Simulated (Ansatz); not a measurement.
Structures of equal composition on the (100) surface of rock-salt TiC: Ru on all Ti sites of the second plane; Ru on all Ti sites of the top plane. The slabs share one bottom face, and each structure is named by its start. These are constructed structures in small cells; real faces may alloy, dewet or reconstruct in larger ones, and not all known structures of the face are among them. Slabs of about 13 Å, Fermi-Dirac smearing of 0.1 eV. Bottom of the slabs: a bare face, its two planes held. Relaxed from the named starts with such symmetry as they have, on meshes of like density; energies extrapolated to zero smearing; spin only where a row says so; no spin-orbit coupling, no U. Brackets mark spin-polarised runs, whose order is one that fits the cell.

The numbers are results of PBE (plane waves to 420 eV, PAW; Ansatz, a first-principles code), not measurements.

Order them by energy per 1x1 cell (lowest first) at the level PBE.

Ru on all Ti sites of the top plane (0.000 eV), Ru on all Ti sites of the second plane (0.401 eV)
